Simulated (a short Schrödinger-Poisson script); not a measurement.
Structure: gated In0.52Al0.48As/In0.53Ga0.47As modulation-doped gas in a quantum well, at 77 K.

```tsv
layer	material	thickness (nm)	Nd (cm⁻³)	Na (cm⁻³)
1	In0.52Al0.48As	30	-	-
2	In0.52Al0.48As	40	1e18	-
3	In0.52Al0.48As	20	-	-
4	In0.53Ga0.47As	10	-	-
5	In0.52Al0.48As	4000	-	1e15
```

Constants are typed, rounded textbook-type inputs, not results; the design itself was drawn at random and stands for no fabricated device. In0.52Al0.48As: permittivity 12.5, conduction-band edge (eV) 0.52, gap (eV) 1.45, electron mass (mₑ) 0.075, Nv at 300 K (cm⁻³) 1.1e19. In0.53Ga0.47As: permittivity 13.9, conduction-band edge (eV) 0, gap (eV) 0.74, Nv at 300 K (cm⁻³) 7.7e18.

Channel valleys (confinement mass, in-plane density-of-states mass, number): Γ 0.041, 0.041, 1. At the gate the conduction-band edge of layer 1 lies 0.65 eV − eVg above the Fermi level of the channel; the field vanishes at the back. Donor level 0.02 eV below the band edge. The barrier under the gate holds no holes. Gaps are held at their typed values at every temperature. Mesh 0.08 nm at interfaces.

From a short Schrödinger-Poisson script (our own, NumPy): 1D Poisson equation in equilibrium, electrons quantum, Hartree (BenDaniel-Duke, 40 states a valley, the channel's in-plane mass for all, wave functions free to enter the barrier), parabolic valleys, classical holes, donors ionised by Fermi statistics, acceptors fully, no traps, pinning or gate leakage.

Question: List the lowest subbands of each valley and their electrons at Vg = 0.4 V.

Answer: 
```
valley  subband  energy from the Fermi level (meV)  electrons (cm⁻²)  share (%)
------  -------  ---------------------------------  ----------------  ---------
Γ             0                              -50.3           8.62e11       98.4
Γ             1                               14.6           1.20e10        1.4
Γ             2                               27.7            1.73e9        0.2
```

All electrons: 8.76e11 cm⁻².
